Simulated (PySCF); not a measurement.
PySCF 2.14.0, B3LYP/def2-svp, df: Hf(Cl)2(OH)(OMe) (C[O][Hf]([OH])([Cl])[Cl]), 10 atoms. The geometry is a generated start, not checked to be a minimum at this level.

```json
{
  "task": "energy",
  "method": "b3lyp",
  "basis": "def2-svp",
  "two_electron_scheme": "density fitting",
  "mol.max_memory": "3000 MB",
  "mf.max_cycle": "100",
  "mf.conv_tol": "1e-09 (default)",
  "mf.grids.level": "3 (default)",
  "effective_core_potentials": "those of the basis set, past Kr",
  "basis_functions": "130",
  "grid_points": "143072"
}
```

```xyz
10

Hf    -0.5259     0.9896     0.6131
Cl    -0.4196     3.1440     1.2399
Cl    -0.0060    -0.2076     2.4357
O     -2.1020     0.3634    -0.1250
H     -2.1985    -0.3320    -0.7844
O      0.8050     0.5326    -0.5758
C      1.0572    -0.8459    -0.6769
H      0.1180    -1.4255    -0.6101
H      1.5346    -1.0514    -1.6423
H      1.7372    -1.1671     0.1257
```

Charge 0 and multiplicity 1 are set for this test and not shown to be the ground state.

With the defaults (mf.DIIS = CDIIS, mf.diis = true, mf.init_guess = minao, mf.diis_space = 8, mf.damp = 0, mf.diis_start_cycle = 1) it converges in 13 Fock builds. One run each on 2 threads, 1 BLAS thread, with these changes:
- mf.diis = false
- mf.diis_space = 3
- mf.diis = false, mf.damp = 0.7, mf.diis_start_cycle = 999
- mf.diis_space = 5
- mf.DIIS = ADIIS
- mf.DIIS = EDIIS
- mf.init_guess = atom
- mf.init_guess = mod_huckel
- mf.diis_space = 12

Q: Which runs fail or end elsewhere than the default run?

A: No convergence: mf.DIIS = EDIIS; mf.diis = false (the run ends without SCF convergence in 100 cycles). The rest reach the solution of the defaults.

```tsv
setting	Fock builds	end
the defaults	13	same solution
mf.diis_space = 5	13	same solution
mf.diis_space = 12	13	same solution
mf.init_guess = atom	14	same solution
mf.init_guess = mod_huckel	14	same solution
mf.DIIS = ADIIS	20	same solution
mf.diis_space = 3	21	same solution
mf.diis = false, mf.damp = 0.7, mf.diis_start_cycle = 999	28	same solution
mf.DIIS = EDIIS	101	no convergence
mf.diis = false	101	no convergence
```
